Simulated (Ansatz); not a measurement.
An Ansatz (an electronic-structure program) run: Mo3Si with a change (strain tensor (xx, yy, zz, yz, xz, xy) = (+0.64, −0.08, −0.33, +0.55, +0.40, −0.35) %); plane-wave PAW DFT at the r2SCAN level (Ansatz, 500 eV), spin-orbit coupling left out, earlier PAW set.

Input:

Ansatz 0.2 input:
```yaml
crystal:
  lattice:
    - [4.9162288685, -0.0168531296, 0.0192956121]
    - [-0.0168531296, 4.8810571198, 0.0266230598]
    - [0.0192956121, 0.0266230598, 4.8688447071]
  atoms:
    - { symbol: Si, position: [0.5, 0.5, 0.5] }
    - { symbol: Si, position: [0, 0, 0] }
    - { symbol: Mo, position: [0, 0.5, 0.25] }
    - { symbol: Mo, position: [0, 0.5, 0.75] }
    - { symbol: Mo, position: [0.25, 0, 0.5] }
    - { symbol: Mo, position: [0.75, 0, 0.5] }
    - { symbol: Mo, position: [0.5, 0.25, 0] }
    - { symbol: Mo, position: [0.5, 0.75, 0] }
basis: { ecutwfc: 500, ecutrho_ratio: 4, xc_grid: 4, fft_grid_basis: typed }
kpoints: { mp_grid: { grid: [10, 10, 10] } }
hamiltonian:
  xc: r2scan
  dispersion: none
  pseudopotentials: { azcp: { folder: ./paw }, kind: paw }
scf: { occupations: { method: fermi_dirac, width: 0.05 }, convergence: { dr2_threshold: 0.0000000008 } }
relax: { f_tol: 0.005, max_steps: 50 }
output: { forces: true, stress: true }
checkpoint: { write: state.ck, write_every: 1000 }
```

Output (explanatory and most iteration lines left out):

```
Relaxation: its limit of steps is 50 (relax.max_steps)
Pseudopotential: Si, paw, valence charge 4
Pseudopotential: Mo, paw, valence charge 14
Crystal: 8 atoms, lattice volume = 116.828 Å³
Basis set: ecut = 500 eV, 2945 PW (Γ), exchange–correlation on 144×144×144 points (64 copies of the dense FFT grid, shifted against one another)
Bands: 56, of which v1, the nominal top of the filled ones, is band 46 counted from 1 (45 counted from 0)
Symmetry: 2 space group operations
Space group: P-1 (ITA 2), of the structure as read, at distance tolerance 4.9e-5 Å
k-points: 504 of 1000
Functional: x = r2scan, c = r2scan; τ floored in thin density (d = 2e-4 eV/Å³)
SCF iter   1: F=—  HF=-31089.774100 eV  |F-HF|=—  |Δ(HF+E_count)|=         —  Δρ=9.69e-2  dr2=1.33e1  dr2_τ=3.95e-1  ethr=3.10e-3  ⟨swp⟩=6.0  Hψ=101916  notcnv=0  defer=50
SCF iter   2: F=—  HF=-31086.923317 eV  |F-HF|=—  |Δ(HF+E_count)|=    2.85e0  Δρ=4.96e-2  dr2=3.03e0  dr2_τ=1.75e-1  ethr=3.10e-3  ⟨swp⟩=2.9  Hψ=58832  notcnv=0  defer=938
SCF 1 converged in 10 iterations: F = -31086.522712 eV  dr2 = 3.67e-10
relax step   1: F+E_penalty+E_count = -31086.52271206 eV  Δ(F+E_penalty+E_count) = +0.000e0 eV  max|allowed force component| = 1.692e-2 eV/Å  Δτ_max = 0.0000 Å  (10 SCF iters, accepted)
Crystal: 8 atoms, lattice volume = 116.828 Å³
SCF iter   1: F=—  HF=-31086.520884 eV  |F-HF|=—  |Δ(HF+E_count)|=         —  Δρ=3.03e-4  dr2=9.03e-5  dr2_τ=2.92e-3  ethr=1.04e-7  ⟨swp⟩=2.0  Hψ=106163  notcnv=0  defer=624
SCF iter   2: F=—  HF=-31086.522698 eV  |F-HF|=—  |Δ(HF+E_count)|=   1.81e-3  Δρ=2.17e-4  dr2=3.40e-5  dr2_τ=2.21e-6  ethr=9.81e-8  ⟨swp⟩=2.0  Hψ=51052  notcnv=0  defer=624
SCF 2 converged in 8 iterations: F = -31086.522712 eV  dr2 = 8.62e-11
relax step   2: F+E_penalty+E_count = -31086.52271194 eV  Δ(F+E_penalty+E_count) = +1.207e-7 eV  max|allowed force component| = 1.839e-2 eV/Å  Δτ_max = 0.0027 Å  (8 SCF iters, rejected (line search))
Crystal: 8 atoms, lattice volume = 116.828 Å³
SCF iter   1: F=—  HF=-31086.522293 eV  |F-HF|=—  |Δ(HF+E_count)|=         —  Δρ=1.54e-4  dr2=2.29e-5  dr2_τ=7.99e-4  ethr=2.69e-7  ⟨swp⟩=7.4  Hψ=81424  notcnv=0  defer=620
SCF iter   2: F=—  HF=-31086.522793 eV  |F-HF|=—  |Δ(HF+E_count)|=   4.99e-4  Δρ=1.13e-4  dr2=9.12e-6  dr2_τ=5.66e-7  ethr=2.49e-8  ⟨swp⟩=2.0  Hψ=56242  notcnv=0  defer=617
SCF 3 converged in 7 iterations: F = -31086.522795 eV  dr2 = 7.86e-10
relax step   3: F+E_penalty+E_count = -31086.52279546 eV  Δ(F+E_penalty+E_count) = -8.340e-5 eV  max|allowed force component| = 3.073e-3 eV/Å  Δτ_max = 0.0013 Å  (7 SCF iters, accepted)
Crystal: 8 atoms, lattice volume = 116.828 Å³
SCF iter   1: F=—  HF=-31086.522795 eV  |F-HF|=—  |Δ(HF+E_count)|=         —  Δρ=9.09e-7  dr2=7.85e-10  dr2_τ=4.35e-11  ethr=1.00e-12  ⟨swp⟩=2.5  Hψ=112201  notcnv=0
SCF iter   2: F=-31086.522795 eV  HF=-31086.522795 eV  |F-HF|=4.00e-11  |Δ(HF+E_count)|=  9.82e-11  Δρ=5.87e-7  dr2=3.94e-10  dr2_τ=2.40e-11  ethr=1.00e-12  ⟨swp⟩=3.0  Hψ=76752  notcnv=0
SCF 4 converged in 2 iterations: F = -31086.522795 eV  dr2 = 3.94e-10
SCF converged after 2 iterations
Free energy (F): -31086.522795 eV
Internal energy: -31086.492224 eV  (E = F + TS)
E sigma→0 (E₀):  -31086.507510 eV
Entropy (-TS):   -0.030572 eV (-3.821 meV/atom)
Fermi energy:    19.725179 eV
--- Forces (eV/Å), atoms counted from 1 ---
  atom   1  Si     0.00000000     0.00000000     0.00000000
  atom   2  Si     0.00000000     0.00000000     0.00000000
  atom   3  Mo    -0.00035097     0.00022768    -0.00240689
  atom   4  Mo     0.00035097    -0.00022768     0.00240689
  atom   5  Mo    -0.00064627     0.00018989     0.00016808
  atom   6  Mo     0.00064627    -0.00018989    -0.00016808
  atom   7  Mo    -0.00031143     0.00307349    -0.00016720
  atom   8  Mo     0.00031143    -0.00307349     0.00016720
--- Stress (GPa, compression-positive) ---
       -2.489000       0.831808      -0.957901
        0.831808      -0.008402      -1.348404
       -0.957901      -1.348404       0.882776
  P = ⅓ Tr σ = -0.5382 GPa (-5.382 kbar)
--- Relaxed structure (3 steps of the walk, 2 accepted, 0 SCFs on fresh bases) ---
  atoms:
    - { symbol: Si, position: [0.49999999999999994, 0.5, 0.5] }
    - { symbol: Si, position: [0.0, 0.0, 0.0] }
    - { symbol: Mo, position: [-0.00017509541216861044, 0.5001985889340588, 0.24993537022097811] }
    - { symbol: Mo, position: [0.00017509541216861099, 0.4998014110659412, 0.750064629779022] }
    - { symbol: Mo, position: [0.24998045855704804, 0.00013631251919268058, 0.5001452439927117] }
    - { symbol: Mo, position: [0.750019541442952, -0.00013631251919267928, 0.49985475600728835] }
    - { symbol: Mo, position: [0.49984449377294077, 0.2500847572410862, -0.00018750109562444594] }
    - { symbol: Mo, position: [0.5001555062270592, 0.7499152427589137, 0.0001875010956244481] }
```

Without a gap, meshes like the base's 10×10×10 leave anisotropic stresses uncertain by several tenths of a GPa, and small strain energies with them. Stability against distortions was not tested. The final runs are not spin-polarised. The cell was made from Mo$_{3}$Si in the A15 (Cr3Si type) structure (space group Pm-3n, No. 223) by this change: strain tensor (xx, yy, zz, yz, xz, xy) = (+0.64, −0.08, −0.33, +0.55, +0.40, −0.35) %.
